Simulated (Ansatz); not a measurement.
CsCl-type CuZn, treated with r²SCAN (Ansatz, a first-principles code, plane waves, PAW).

Numerical settings: plane-wave cutoff 600 eV, 16×16×16 k mesh, Fermi–Dirac smearing 0.1 eV, finite displacements, no spin polarisation, scalar-relativistic PAW data made under PBE.

Computed at the level's own relaxed cell.

```cif
data_CuZn
_chemical_formula_sum 'Zn1 Cu1'
_space_group_name_H-M_alt 'P 1'
_space_group_IT_number 1
_cell_length_a 2.91952
_cell_length_b 2.91952
_cell_length_c 2.91952
_cell_angle_alpha 90.000
_cell_angle_beta 90.000
_cell_angle_gamma 90.000
loop_
_space_group_symop_operation_xyz
  'x, y, z'
loop_
_atom_site_label
_atom_site_type_symbol
_atom_site_fract_x
_atom_site_fract_y
_atom_site_fract_z
_atom_site_occupancy
Zn1 Zn 0.50000 0.50000 0.50000 1
Cu1 Cu 0.00000 0.00000 0.00000 1
```

Harmonic phonon frequencies (cm⁻¹; i marks an imaginary mode):

```json
[
 {"q point": "Γ", "frequencies": "…"},
 {"q point": "X", "frequencies": "150 150 151 151 161 183"},
 {"q point": "M", "frequencies": "35 35 158 166 233 233"}
]
```

**Question.** Fill in the missing entries.

**Answer.** 
- Γ, frequencies: 0 0 0 208 208 208

No imaginary mode appears at these points.
